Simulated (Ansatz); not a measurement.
HgSe (model structure, started from the NiAs type, P6₃/mmc, No. 194, 4 atoms in the cell): lattice parameter c by level of theory

No measured value is used here.

**Question.** Put these levels in order of the lattice parameter c that they give for HgSe (model structure, started from the NiAs type, P6₃/mmc, No. 194, 4 atoms in the cell), smallest first: PBE (Ansatz, an electronic-structure program), PBE-D3(BJ) (Ansatz), PBEsol (Ansatz).

**Answer.** PBEsol (6.832 Å), PBE-D3(BJ) (6.903 Å), PBE (6.955 Å)

Density-functional levels without +SOC have no spin–orbit coupling. Ansatz's density-functional and Hartree–Fock values are scalar-relativistic unless marked +SOC, with PAW data made under PBE.

A model structure was made by putting elements into a prototype or built by hand; it is no filed structure, need not be a known phase, and can be a saddle point held by its symmetry.
